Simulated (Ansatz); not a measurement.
Density of states of MgPd (Pm-3m) near the Fermi level, PBEsol, rigid bands in Ansatz (a program for electronic structure).

(E − E_F (eV), states/eV/cell): (-1.95, 1.25); (-1.85, 1.18); (-1.75, 1.13); (-1.65, 1.08); (-1.55, 1.04); (-1.45, 1.01); (-1.35, 0.69); (-1.25, 0.43); (-1.15, 0.41); (-1.05, 0.40); (-0.95, 0.38); (-0.85, 0.37); (-0.75, 0.35); (-0.65, 0.34); (-0.55, 0.32); (-0.45, 0.31); (-0.35, 0.31); (-0.25, 1.09); (-0.15, 0.95); (-0.05, 0.85); (0.05, 0.79); (0.15, 0.75); (0.25, 0.72); (0.35, 0.70); (0.45, 0.68); (0.55, 0.66); (0.65, 0.65); (0.75, 0.64); (0.85, 0.62); (0.95, 0.61); (1.05, 0.60); (1.15, 0.59); (1.25, 0.58); (1.35, 0.56); (1.45, 0.55); (1.55, 0.54); (1.65, 0.53); (1.75, 0.51); (1.85, 0.50); (1.95, 0.49)

### Question
With 2 atoms a cell, what bare Sommerfeld coefficient γ = (π²/3) k_B² N(E_F) follows?

### Answer
N(E_F) ≈ 0.82 states/eV a cell at 300 K, so γ ≈ 0.97 mJ/(mol of atoms·K²), before electron-phonon enhancement.

### Question
How far does the Fermi level move in a rigid band for 0.1 electron a cell added or removed?

### Answer
127 meV and -116 meV.

A metal at this level (no band gap); rigid bands, thermally averaged at 300 K, both spins. Spin-orbit coupling is left out. Geometry: cell and atoms relaxed with PBEsol.

Formula and space group known from diffraction (Crystallography Open Database), not checked to be the room-temperature form: MgPd (Pm-3m).
